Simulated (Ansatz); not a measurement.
An Ansatz (an electronic-structure program) input (Ansatz, r2SCAN, PAW, cutoff 500 eV, no spin-orbit coupling, earlier PAW set):

Ansatz 0.2 input:
```yaml
crystal:
  lattice:
    - [-3.1508837282, 3.1508837282, 3.1508837282]
    - [3.1508837282, -3.1508837282, 3.1508837282]
    - [3.1508837282, 3.1508837282, -3.1508837282]
  atoms:
    - { symbol: Rh, position: [0, 0, 0] }
    - { symbol: Mo, position: [0, 0, 0.5] }
    - { symbol: Mo, position: [0, 0.5, 0] }
    - { symbol: Mo, position: [0, 0.5, 0.5] }
    - { symbol: Mo, position: [0.5, 0, 0] }
    - { symbol: Mo, position: [0.5, 0, 0.5] }
    - { symbol: Mo, position: [0.5, 0.5, 0] }
    - { symbol: Mo, position: [0.5, 0.5, 0.5] }
basis: { ecutwfc: 500, ecutrho_ratio: 4, xc_grid: 4, fft_grid_basis: typed }
kpoints: { mp_grid: { grid: [8, 8, 8] } }
hamiltonian:
  xc: r2scan
  dispersion: none
  pseudopotentials: { azcp: { folder: ./paw }, kind: paw }
scf: { occupations: { method: fermi_dirac, width: 0.05 }, convergence: { dr2_threshold: 0.0000000008 } }
relax: { f_tol: 0.02, max_steps: 45 }
output: { forces: true, stress: true }
checkpoint: { write: state.ck, write_every: 1000 }
```

Task: Which symmetry and how many k-points will the program report, and about how many plane waves at Γ?

Result: Space group Im-3m (ITA 229) with 48 operations, k-points 29 of 512, and 3151 plane waves at Γ.

Task: And the final pressure?

Result: -3.67 GPa (compression positive).

The cell is small, so the values are those of an ordered compound at a high defect concentration; dilute-limit values will differ. The defect started on the symmetric site and kept its symmetry, so it may sit on a saddle. The final runs are not spin-polarised. The cell was made from Mo in the bcc (W type) structure (space group Im-3m, No. 229) by this change: Rh on a Mo site. The defect cell is not spin-polarised.
